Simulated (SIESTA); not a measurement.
# Worked example: self-consistent single point of La (P6_3/mmc, 2 atoms in the cell) in SIESTA

Computed with GGA PBE, numerical atomic orbitals DZP, PseudoDojo PBE standard norm-conserving potentials (rewritten from UPF to PSML) (SIESTA).

This input was run:

```
# files in the folder: La.psml (PseudoDojo PBE standard)
SystemName  La
SystemLabel siesta

NumberOfAtoms                2
NumberOfSpecies              1
%block ChemicalSpeciesLabel
  1 57 La
%endblock ChemicalSpeciesLabel
LatticeConstant              3.746285 Ang
%block LatticeVectors
     1.000000000    0.000000000    0.000000000
    -0.499999867    0.866025142    0.000000000
     0.000000000    0.000000000    1.623594040
%endblock LatticeVectors
AtomicCoordinatesFormat      Ang
%block AtomicCoordinatesAndAtomicSpecies
    -0.000001540    2.162919081    1.520611500  1
     1.873144540    1.081457919    4.561834500  1
%endblock AtomicCoordinatesAndAtomicSpecies

XC.functional                GGA
XC.authors                   PBE
PAO.BasisSize                DZP
PAO.EnergyShift              0.01 Ry
MeshCutoff                   350 Ry
%block kgrid.MonkhorstPack
   13   0   0  0.0
    0  13   0  0.0
    0   0   7  0.0
%endblock kgrid.MonkhorstPack
OccupationFunction           MP
OccupationMPOrder            0
ElectronicTemperature        0.136 eV

MaxSCFIterations             150
SCF.Mixer.Method             Pulay
SCF.Mixer.Weight             0.1
SCF.Mixer.History            8
SCF.DM.Tolerance             1.0E-04
Diag.ParallelOverK           true
WriteForces                  true
Charge.Mulliken              end
```

The program printed (abridged):

```
reinit: Reading from file input.fdf

reinit: System Name: La
reinit: System Label: siesta

coor:   Atomic-coordinates input format  =     Cartesian coordinates
coor:                                          (in Angstroms)

siesta: Atomic coordinates (Bohr) and species
siesta:     -0.00000   4.08732   2.87354  1        1
siesta:      3.53973   2.04366   8.62062  1        2

siesta: System type = bulk

initatomlists: Number of atoms, orbitals, and projectors:      2    38    64

siesta: ******************** Simulation parameters ****************************
redata: Spin configuration                          = none
redata: Time-Reversal Symmetry                      = T
redata: Number of Atomic Species                    =        1
redata: Mesh Cutoff                                 =   350.0000 Ry
redata: Net charge of the system                    =     0.0000 |e|
redata: Min. number of SCF Iter                     =        0
redata: Max. number of SCF Iter                     =      150
redata: SCF convergence failure will abort job
redata: SCF mix quantity                            = Hamiltonian
redata: Mix DM or H after convergence               =   F
redata: Recompute H after scf cycle                 =   F
redata: Mix DM in first SCF step                    =   T
redata: No kicks to SCF
redata: DM Mixing Weight for Kicks                  =     0.5000
redata: Require Harris convergence for SCF          =   F
redata: Harris energy tolerance for SCF             =     0.000100 eV
redata: Require DM convergence for SCF              =   T
redata: DM tolerance for SCF                        =     0.000100
redata: Require EDM convergence for SCF             =   F
redata: EDM tolerance for SCF                       =     0.001000 eV
redata: Require H convergence for SCF               =   T
redata: Hamiltonian tolerance for SCF               =     0.001000 eV
redata: Require (free) Energy convergence for SCF   =   F
redata: (free) Energy tolerance for SCF             =     0.000100 eV
redata: Using DFT-D3 dispersion                     =   F
redata: Using Saved Data (generic)                  =   F
redata: Method of Calculation                       = Diagonalization
redata: Electronic Temperature                      =  1578.2145 K
redata: Number of TDED substeps                     =        3
redata: Dynamics option                             = Single-point calculation
redata: Save all siesta data in one NC              =   F
redata: ***********************************************************************

%block SCF.Mixers
  Pulay
%endblock SCF.Mixers

%block SCF.Mixer.Pulay
  # Mixing method
  method pulay
  variant stable

  # Mixing options
  weight 0.1000
  weight.linear 0.1000
  history 8
%endblock SCF.Mixer.Pulay

DM_history_depth set to one: no extrapolation allowed by default for geometry relaxation
Size of DM history Fstack: 1
Total number of electrons:    22.000000
Total ionic charge:    22.000000

* ProcessorY, Blocksize:    1  39

* Orbital distribution balance (max,min):    38    38

 Kpoints in:          637 . Kpoints trimmed:          592

siesta: k-grid: Number of k-points = 592
siesta: k-points from Monkhorst-Pack grid
siesta: k-cutoff (effective) =    21.289 Ang
siesta: k-point supercell and displacements
siesta: k-grid:    13     0     0      0.000
siesta: k-grid:     0    13     0      0.000
siesta: k-grid:     0     0     7      0.000

diag: Algorithm                                     = D&C
diag: Parallel over k                               =   F
diag: Use parallel 2D distribution                  =   F
diag: Parallel block-size                           = 39
diag: Parallel distribution                         =     1 x     1
diag: Used triangular part                          = Lower
diag: Absolute tolerance                            =  0.100E-15
diag: Orthogonalization factor                      =  0.100E-05
diag: Memory factor                                 =  1.0000

superc: Internal auxiliary supercell:     7 x     7 x     3  =     147
superc: Number of atoms, orbitals, and projectors:    294   5586   9408

                        Single-point calculation

superc: Internal auxiliary supercell:     7 x     7 x     3  =     147
superc: Number of atoms, orbitals, and projectors:    294   5586   9408

outcell: Unit cell vectors (Ang):
        3.746285    0.000000    0.000000
       -1.873142    3.244377    0.000000
        0.000000    0.000000    6.082446

outcell: Cell vector modules (Ang)   :    3.746285    3.746284    6.082446
outcell: Cell angles (23,13,12) (deg):     90.0000     90.0000    120.0000
outcell: Cell volume (Ang**3)        :     73.9282
new_DM -- step:     1
Initializing Density Matrix...

Attempting to read DM from file... Failed...
DM filled with atomic data:

InitMesh: MESH = 40 x 40 x 72 = 115200
InitMesh: Mesh cutoff (required, used) =   350.000   387.267 Ry

stepf: Methfessel-Paxton step function
       Using Hermite-Gauss polynomials of order  0

        iscf     Eharris(eV)        E_KS(eV)     FreeEng(eV)     dDmax    Ef(eV) dHmax(eV)
   scf:    1    -1899.139408    -1908.845812    -1908.870281  1.604264 -4.634513  1.806443
   scf:    2    -1908.958033    -1908.902598    -1908.927202  0.020898 -4.663848  1.546309
   scf:    3    -1909.165225    -1909.056740    -1909.082170  0.118010 -4.839450  0.016194
   scf:    4    -1909.056911    -1909.056843    -1909.082314  0.003804 -4.839286  0.019049
   scf:    5    -1909.056913    -1909.056887    -1909.082355  0.001577 -4.833737  0.006374
   scf:    6    -1909.056896    -1909.056892    -1909.082359  0.000644 -4.833483  0.000649
   scf:    7    -1909.056891    -1909.056891    -1909.082359  0.000067 -4.833384  0.000279

SCF Convergence by DM+H criterion
max |DM_out - DM_in|         :     0.0000667830
max |H_out - H_in|      (eV) :     0.0002793121
SCF cycle converged after 7 iterations

Using DM_out to compute the final energy and forces

siesta: E_KS(eV) =            -1909.0569

siesta: E_KS - E_eggbox =     -1909.0569

siesta: Atomic forces (eV/Ang):
     1    0.000001   -0.000001    0.000000
     2   -0.000001    0.000001   -0.000000
   Tot   -0.000000    0.000000    0.000000
   Max    0.000001
   Res    0.000001    sqrt( Sum f_i^2 / 3N )
   Max    0.000001    constrained

Stress tensor Voigt[x,y,z,yz,xz,xy] (kbar):       -4.81       -4.81      -13.99        0.00        0.00        0.00
(Free)E + p*V (eV/cell)    -1908.7192
Target enthalpy (eV/cell)    -1909.0824

siesta: Program's energy decomposition (eV):
siesta: Ebs     =      -444.686658
siesta: Eions   =      2727.937542
siesta: Ena     =       590.960160
siesta: Ekin    =       439.321983
siesta: Enl     =       215.474334
siesta: Eso     =         0.000000
siesta: Edftu   =         0.000000
siesta: DEna    =        26.729001
siesta: DUscf   =         0.427375
siesta: DUext   =         0.000000
siesta: Ex      =      -414.907943
siesta: Ec      =       -39.124259
siesta: Exc     =      -454.032203
siesta: Eharris =     -1909.056891
siesta: Etot    =     -1909.056891
siesta: FreeEng =     -1909.082359

siesta: Stress tensor (static) (eV/Ang**3):
siesta:    -0.003002    0.000001    0.000000
siesta:     0.000001   -0.003001    0.000000
siesta:     0.000000    0.000000   -0.008735

siesta: Cell volume =         73.928244 Ang**3

siesta: Pressure (static):
siesta:                Solid            Molecule  Units
siesta:           0.00005351          0.00005351  Ry/Bohr**3
siesta:           0.00491269          0.00491270  eV/Ang**3
siesta:           7.87099696          7.87102002  kBar

mulliken: Atomic and Orbital Populations:

Species: La
Atom  Qatom  Qorb
               5s      6s      6s      5py     5pz     5px     6py     6pz
               6px     5dxy    5dyz    5dz2    5dxz    5dx2-y2 5dxy    5dyz
               5dz2    5dxz    5dx2-y2
   1 11.000   1.826   0.488   0.112   1.882   1.873   1.882   0.236   0.254
              0.236   0.481   0.466   0.520   0.466   0.481  -0.040  -0.037

             -0.046  -0.037  -0.040
   2 11.000   1.826   0.488   0.112   1.882   1.873   1.882   0.236   0.254
              0.236   0.481   0.466   0.520   0.466   0.481  -0.040  -0.037

             -0.046  -0.037  -0.040

mulliken: Qtot =       22.000

Mulliken Atomic Populations:
Atom #   charge [q] valence [e]  Species
     1    -0.000000   11.000000  La
     2     0.000000   11.000000  La
 Total     0.000000
```

The run converged in 7 iterations.

The starting cell was generated: these elements placed on a structure prototype, without a prior relaxation; it need not be a known phase or ordering of this composition. Its lattice was rescaled by a random factor within 2.5 % of one. Values carry the incompleteness of an atom-centred basis.

Cost on one core of a shared machine: roughly 40 s.
